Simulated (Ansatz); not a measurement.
SiO2 (R-3m, No. 166, 36 atoms in the cell; start mp-17909; a measured phase of this formula has another space group) was calculated with r²SCAN (plane waves, PAW; Ansatz, an electronic-structure program).

Numerical settings: plane-wave cutoff 560 eV, 4×4×4 k mesh, Fermi–Dirac smearing 0.01 eV, scalar-relativistic PAW data made under PBE.

Cell (relaxed at this level):

```
O2Si
1.0
    6.80182     3.92703     4.94219
   -6.80182     3.92703     4.94219
    0.00000    -7.85407     4.94219
Si O
12 24
Direct
  0.33309   0.10458   0.87565
  0.66691   0.89542   0.12435
  0.87565   0.33309   0.10458
  0.12435   0.66691   0.89542
  0.10458   0.87565   0.33309
  0.89542   0.12435   0.66691
  0.12435   0.89542   0.66691
  0.87565   0.10458   0.33309
  0.89542   0.66691   0.12435
  0.10458   0.33309   0.87565
  0.66691   0.12435   0.89542
  0.33309   0.87565   0.10458
  0.26226   0.00000   0.73774
  0.73774   0.00000   0.26226
  0.73774   0.26226   0.00000
  0.26226   0.73774   0.00000
  0.00000   0.73774   0.26226
  0.00000   0.26226   0.73774
  0.67918   0.97782   0.97782
  0.32082   0.02218   0.02218
  0.97782   0.67918   0.97782
  0.02218   0.32082   0.02218
  0.97782   0.97782   0.67918
  0.02218   0.02218   0.32082
  0.25023   0.89100   0.25023
  0.74977   0.10900   0.74977
  0.25023   0.25023   0.89100
  0.74977   0.74977   0.10900
  0.89100   0.25023   0.25023
  0.10900   0.74977   0.74977
  0.50000   0.85190   0.14810
  0.50000   0.14810   0.85190
  0.14810   0.50000   0.85190
  0.85190   0.50000   0.14810
  0.85190   0.14810   0.50000
  0.14810   0.85190   0.50000
```

Q: Predict the band gap.

A: 
band gap: 6.57 eV (on the SCF k mesh)

Note: the relaxation could not lower the start's symmetry, so the cell can be a saddle point above a distorted one.

The computed numbers hold no vibrational or temperature effects.

A start named mp-… is a Materials Project structure, which need not be a measured phase.
